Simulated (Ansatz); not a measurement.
Electronic density of states of amorphous Hf19O36, density 9.06 g/cm³, on a 2×2×2 Γ-centred mesh with a Gaussian width of 0.1 eV; energies count from the Fermi level, whose place inside the gap is arbitrary. Cell and mesh are small, so fine structure isn't converged. The numbers are results of PBE, scalar-relativistic without spin-orbit coupling (plane waves to 420 eV, PAW; Ansatz, an electronic-structure program), not measurements. Sampling: a 2×2×2 Γ-centred mesh; Fermi-Dirac width 0.02 eV; no spin polarisation. The usual formal charges leave 4 electrons over, so the level spacing at the Fermi energy parts defect or band states and needn't be the band gap.

The cell was melted and quenched by ab initio molecular dynamics and then relaxed. The hot cell started wider than the set density and was brought back towards it in steps. It is a model cell: composition and starting density were chosen by hand, and all elements were melted together. No dispersion term was used. Its density started from a set value of 9.06 and ended at 9.06 g/cm³. Cooling (nominally 830 K/ps over its main leg) ran many orders faster than in experiment, which tends to leave more defects and strain. A cell of this size samples the disorder only roughly. The volume was held where the preparation left it and the shape relaxed, at a PBE pressure of -2.4 GPa (tension). Stress components on the final sampling reach 2.4 GPa. On a 2×2×2 Γ-centred mesh force components of up to 0.22 eV/Å stay, since the relaxation ran on the zone centre alone.

```
E - EF (eV)  states/(eV atom)
-----------  ----------------
-12.00                   0.00
-11.90                   0.00
-11.80                   0.00
-11.70                   0.00
-11.60                   0.00
-11.50                   0.00
-11.40                   0.00
-11.30                   0.00
-11.20                   0.00
-11.10                   0.00
-11.00                   0.00
-10.90                   0.00
-10.80                   0.00
-10.70                   0.00
-10.60                   0.00
-10.50                   0.00
-10.40                   0.00
-10.30                   0.00
-10.20                   0.00
-10.10                   0.00
-10.00                   0.00
-9.90                    0.00
-9.80                    0.00
-9.70                    0.00
-9.60                    0.00
-9.50                    0.00
-9.40                    0.00
-9.30                    0.00
-9.20                    0.00
-9.10                    0.00
-9.00                    0.00
-8.90                    0.00
-8.80                    0.00
-8.70                    0.00
-8.60                    0.04
-8.50                    0.22
-8.40                    0.42
-8.30                    0.39
-8.20                    0.42
-8.10                    0.50
-8.00                    0.51
-7.90                    0.53
-7.80                    0.59
-7.70                    0.71
-7.60                    0.75
-7.50                    0.72
-7.40                    0.66
-7.30                    0.68
-7.20                    0.75
-7.10                    0.78
-7.00                    0.84
-6.90                    0.82
-6.80                    0.83
-6.70                    0.85
-6.60                    0.82
-6.50                    0.84
-6.40                    0.88
-6.30                    0.86
-6.20                    0.81
-6.10                    0.84
-6.00                    0.85
-5.90                    0.88
-5.80                    0.87
-5.70                    0.91
-5.60                    0.91
-5.50                    0.83
-5.40                    0.87
-5.30                    0.88
-5.20                    0.89
-5.10                    0.87
-5.00                    0.89
-4.90                    0.92
-4.80                    0.87
-4.70                    0.85
-4.60                    0.87
-4.50                    0.86
-4.40                    0.85
-4.30                    0.91
-4.20                    0.87
-4.10                    0.79
-4.00                    0.78
-3.90                    0.78
-3.80                    0.74
-3.70                    0.60
-3.60                    0.50
-3.50                    0.48
-3.40                    0.42
-3.30                    0.32
-3.20                    0.13
-3.10                    0.01
-3.00                    0.00
-2.90                    0.00
-2.80                    0.00
-2.70                    0.00
-2.60                    0.00
-2.50                    0.00
-2.40                    0.00
-2.30                    0.00
-2.20                    0.00
-2.10                    0.00
-2.00                    0.00
-1.90                    0.00
-1.80                    0.00
-1.70                    0.00
-1.60                    0.00
-1.50                    0.00
-1.40                    0.01
-1.30                    0.06
-1.20                    0.15
-1.10                    0.12
-1.00                    0.02
-0.90                    0.00
-0.80                    0.00
-0.70                    0.00
-0.60                    0.02
-0.50                    0.10
-0.40                    0.17
-0.30                    0.07
-0.20                    0.01
-0.10                    0.00
0.00                     0.00
0.10                     0.00
0.20                     0.01
0.30                     0.07
0.40                     0.17
0.50                     0.21
0.60                     0.26
0.70                     0.27
0.80                     0.38
0.90                     0.47
1.00                     0.46
1.10                     0.41
1.20                     0.47
1.30                     0.58
1.40                     0.57
1.50                     0.51
1.60                     0.54
1.70                     0.64
1.80                     0.73
1.90                     0.71
2.00                     0.62
2.10                     0.66
2.20                     0.74
2.30                     0.78
2.40                     0.85
2.50                     0.82
2.60                     0.70
2.70                     0.68
2.80                     0.75
2.90                     0.85
3.00                     0.81
3.10                     0.83
3.20                     0.76
3.30                     0.65
```

The level spacing at the Fermi energy on this mesh is 0.73 eV; the broadening fills part of it in the curve.
